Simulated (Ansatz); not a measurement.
## B on the Ti site (rock-salt TiN host)

These are PBE, PAW (plane waves to 420 eV; Ansatz, a program for electronic structure) values and carry that method's errors. Cell and caveats: 64-site cell; 4×4×4 shifted k-points; start: the Ti site; no Hubbard U; finite-size errors of tenths of an eV; the relaxation kept the symmetry of the starting site.

Neighbours after relaxation, in Å: of the B atom: N 1.96, N 1.96, N 1.96, N 1.96, N 1.96, N 1.96.

Formation energies E_f are those of the neutral cell. Chemical conditions: N-rich (Δμ(Ti) = -3.43 eV, Δμ(B) = -2.50 eV, bounded by bulk hexagonal BN (AA'); only phases computed here count, gases as isolated molecules at 0 K); Ti-rich (Δμ(Ti) = 0.00 eV, Δμ(B) = -1.68 eV, bounded by TiB (Pnma); only phases computed here count, gases as isolated molecules at 0 K). Reference phases: B: alpha boron, Ti: hcp Ti.

```
charge         moment (μB)  point group  largest move off a lattice site (Å)  E_f, N-rich (eV)  E_f, Ti-rich (eV)
------  ------------------  -----------  -----------------------------------  ----------------  -----------------
0       not spin-polarised           Oh                                 0.17              6.07               8.68
```

Point groups are those of the whole cell at tolerances of 0.03 and 0.1 Å ("near" where only the looser one holds); none is given for unsettled states.

All states together cost very roughly 4 core-minutes.
